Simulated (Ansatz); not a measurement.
# What pressure 0.9 GPa does to GaN

The reference is GaN in the zinc blende structure (space group F-43m, No. 216; a = 4.4979 Å).

One thing is altered: cell and atoms relaxed at a pressure of 0.9 GPa.

All numbers come from r2SCAN in Ansatz (plane waves to 500 eV, PAW, no SOC). k-mesh 13×13×13 (Γ-centred); smearing 0.05 eV (Fermi–Dirac).

The volume per atom decreases by 0.05 Å³ to 11.32 Å³ and the density grows by 0.03 g/cm³ to 6.14 g/cm³. The lattice parameter a drops by 0.007 Å, from 4.498 Å to 4.491 Å and the shortest interatomic distance decreases by 0.003 Å to 1.945 Å. The enthalpy H = E + PV relative to the base's energy is +0.06 eV/atom and the band gap rises by 0.03 eV to 2.20 eV. The gap character is still direct at Γ and the width of the top valence band grows by 0.023 eV to 3.75 eV. The electron mass is still 0.17 mₑ (at Γ).

Final structure:

```
GaN
1.0
    0.00000     2.24556     2.24556
    2.24556     0.00000     2.24556
    2.24556     2.24556     0.00000
Ga N
1 1
Direct
  0.00000   0.00000   0.00000
  0.25000   0.25000   0.25000
```

Load acts through the strain it causes; cell and atoms are relaxed under it. Effective masses come from finite differences of ±0.01 Å⁻¹. Stability against distortions was not tested. This is not the structure that GaN has at room temperature and ambient pressure.

Ansatz is a program for electronic structure.
